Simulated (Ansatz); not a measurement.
Density of states of CaO (Fm-3m) above the conduction band minimum, r2SCAN, rigid bands (Ansatz, a first-principles code); cell volume 27.1 Å³.

(energy from edge (eV), 10⁻³ states/eV/cell): (0.006, 22.5); (0.031, 50.4); (0.056, 67.6); (0.081, 82.0); (0.106, 94.2); (0.131, 105); (0.156, 115); (0.181, 125); (0.206, 134); (0.231, 143); (0.256, 151); (0.281, 160); (0.319, 171); (0.344, 179); (0.369, 186); (0.394, 194); (0.419, 201); (0.444, 210); (0.469, 215); (0.494, 224); (0.519, 230); (0.544, 238); (0.569, 245); (0.594, 251)

What effective density of states at 300 K does this give (∫ g(E) exp(−E/k_BT) dE, both spins, divided by the cell's size)?

4.0e19 cm⁻³, a density-of-states mass of 1.36 mₑ, valleys and band degeneracy included.

Spin-orbit coupling is left out. Geometry: cell and atoms relaxed with PBEsol.
